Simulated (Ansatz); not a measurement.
The (21-30) face of wurtzite ZnS (a metastable polymorph) can be cut between different planes. Symmetric, stoichiometric slabs relaxed in the 1x1 cell (64.1 Å²): top plane S + Zn, 0.42 Å over the next in the ideal cut; top plane S + Zn, 0.84 Å over the next in the ideal cut.

Level of theory: PBE (plane waves to 420 eV, PAW; Ansatz, a program for electronic structure).

Rank these by surface energy (lowest first), as PBE gives it.

the cut with an outer spacing of 0.42 Å (0.38 J/m²), the cut with an outer spacing of 0.84 Å (0.64 J/m²)
